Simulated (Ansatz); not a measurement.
# Effect of 1 layer on TiTe2

Consider TiTe$_{2}$ in the CdI2 type structure (space group P-3m1, No. 164; a = 3.6973 Å, c = 6.3840 Å; layered, stacked along the Cartesian z axis).

Perturbation: a free-standing slab of 1 layer (3 atoms, 3 a layer) is cut normal to the stacking axis, with 15 Å of vacuum and the in-plane cell relaxed.

Method: PBE-D3(BJ) (Ansatz, a program for electronic structure; PAW; 420 eV plane waves; scalar-relativistic without spin-orbit coupling). Settings: 15×15×1 k-points, 0.05 eV Fermi–Dirac smearing, for the changed cell.

| quantity | base | changed | shift |
|---|---|---|---|
| layer's space group (with vacuum) | – | P-3m1 (No. 164) | – |
| shortest interatomic distance | 2.748 Å | 2.760 Å | +0.012 Å |
| band gap | zero | zero | – |
| excess energy per area of both faces (slab less bulk energy over the cell's area: twice a surface energy) (uncertain by up to 0.04 J/m²) | – | 0.63 J/m² | – |
| thickness between the outermost nuclei | – | 3.53 Å | – |
| in-plane lattice parameter a | 3.697 Å | 3.678 Å | -0.019 Å |

Cost of the whole job for the changed cell (relaxation, final SCF and bands): very roughly 40 core-seconds.

The excess energy carries the mismatch between the slab's and the bulk's meshes. Stability against distortions was not tested. The final runs are not spin-polarised.
